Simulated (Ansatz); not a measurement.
Gd₂Ti₂O₇ (Fd-3m, No. 227, 22 atoms in the cell; start mp-5302) was calculated with PBEsol (Ansatz, a program for electronic structure, PAW).

Settings: plane-wave cutoff 520 eV, 6×6×6 k mesh, Fermi–Dirac smearing 0.01 eV, spin-polarised start, scalar-relativistic PAW data made under PBE.

Cell (relaxed with PBEsol):

Space group Fd-3m, origin choice 1 (No. 227); a = b = c = 10.1251 Å, α = β = γ = 90.00°

| atom | site | symmetry | x | y | z |
|---|---|---|---|---|---|
| Gd | 16d | .-3m | 0.6250 | 0.6250 | 0.6250 |
| Ti | 16c | .-3m | 0.1250 | 0.1250 | 0.1250 |
| O | 8b | -43m | 0.5000 | 0.5000 | 0.5000 |
| O | 48f | 2.mm | 0.0000 | 0.0000 | 0.2034 |
(The calculation used a cell of 22 atoms; values per cell refer to that cell.)

Problem. What does this level give for the band gap and smallest direct gap on the k points sampled?

Solution. 
* **band gap**: 2.75 eV
* **smallest direct gap on the k points sampled**: 2.81 eV

Note: the magnetic order was assumed, not searched for or taken from measurement; the 4f shell is treated without U or exact exchange, so its levels and filling can be wrong.

Spin–orbit coupling is not included.

The computed numbers hold no vibrational or temperature effects.

It cost about 4 core-minutes (a rough figure) of CPU time.

A start named mp-… is a Materials Project structure, which need not be a measured phase.
